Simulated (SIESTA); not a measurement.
SIESTA run on Pb (Im-3m, 1 atom in the cell): self-consistent single point.

Computed with SIESTA with LDA PW92, numerical atomic orbitals DZP, PseudoDojo LDA standard norm-conserving potentials (rewritten from UPF to PSML).

```
Pb
1.0
   -1.97966     1.97966     1.97966
    1.97966    -1.97966     1.97966
    1.97966     1.97966    -1.97966
Pb
1
Direct
  0.00000   0.00000   0.00000
```

Reference input (self-consistent single point, DFT, GGA PBEsol, numerical atomic orbitals DZP, PseudoDojo PBEsol standard norm-conserving potentials (rewritten from UPF to PSML)): XC.functional = GGA; XC.authors = PBEsol; potentials = PseudoDojo PBEsol standard; PAO.BasisSize = DZP; PAO.EnergyShift = 0.01 Ry; MeshCutoff = 400 Ry; kgrid.MonkhorstPack = 15 15 15; OccupationFunction = FD; ElectronicTemperature = 0.1 eV; MaxSCFIterations = 150; SCF.Mixer.Method = Pulay; SCF.Mixer.Weight = 0.2. This run's input differs from it in these lines:

```diff
@@ -1,2 +1,2 @@
-# files in the folder: Pb.psml (PseudoDojo PBEsol standard)
+# files in the folder: Pb.psml (PseudoDojo LDA standard)
 SystemName  Pb
@@ -20,4 +20,4 @@
 
-XC.functional                GGA
-XC.authors                   PBEsol
+XC.functional                LDA
+XC.authors                   PW92
 PAO.BasisSize                DZP
```

The program printed (abridged):

```
        iscf     Eharris(eV)        E_KS(eV)     FreeEng(eV)     dDmax    Ef(eV) dHmax(eV)
   scf:    1    -1911.736472    -1910.860303    -1910.880731  0.580212 -3.306929  2.666707
   scf:    2    -1911.008548    -1910.936334    -1910.956683  0.031377 -3.365629  1.905309
   scf:    3    -1911.067761    -1911.012411    -1911.032514  0.074097 -3.509105  0.037954
   scf:    4    -1911.012235    -1911.012352    -1911.032440  0.003922 -3.519182  0.067399
   scf:    5    -1911.012500    -1911.012438    -1911.032536  0.002620 -3.515795  0.001665
   scf:    6    -1911.012438    -1911.012438    -1911.032536  0.000062 -3.515708  0.000073
SCF Convergence by DM+H criterion
max |DM_out - DM_in|         :     0.0000621425
max |H_out - H_in|      (eV) :     0.0000730807
SCF cycle converged after 6 iterations

Using DM_out to compute the final energy and forces

siesta: E_KS(eV) =            -1911.0124

siesta: E_KS - E_eggbox =     -1911.0124

siesta: Atomic forces (eV/Ang):
     1   -0.000000    0.000000    0.000000
   Tot   -0.000000    0.000000    0.000000
   Max    0.000000
   Res    0.000000    sqrt( Sum f_i^2 / 3N )
   Max    0.000000    constrained

Stress tensor Voigt[x,y,z,yz,xz,xy] (kbar):       31.84       31.84       31.84       -0.00       -0.00       -0.00
(Free)E + p*V (eV/cell)    -1911.6492
Target enthalpy (eV/cell)    -1911.0325

siesta: Program's energy decomposition (eV):
siesta: FreeEng =     -1911.032536

siesta: Stress tensor (static) (eV/Ang**3):
siesta:     0.019870   -0.000000   -0.000000
siesta:    -0.000000    0.019870   -0.000000
siesta:    -0.000000   -0.000000    0.019870

siesta: Cell volume =         31.033576 Ang**3

siesta: Pressure (static):
siesta:                Solid            Molecule  Units
siesta:          -0.00021641         -0.00021641  Ry/Bohr**3
siesta:          -0.01987014         -0.01987014  eV/Ang**3
siesta:         -31.83547412        -31.83547412  kBar
```

The run converged in 6 iterations. Against the reference run the pressure goes from -1.44 to -3.18 GPa.

The starting cell comes from a database of computed structures (which also holds hypothetical and non-ambient phases and stackings), without a prior relaxation at this level. Values carry the incompleteness of an atom-centred basis. With a pressure of about -3 GPa the cell is away from its equilibrium volume at this level.
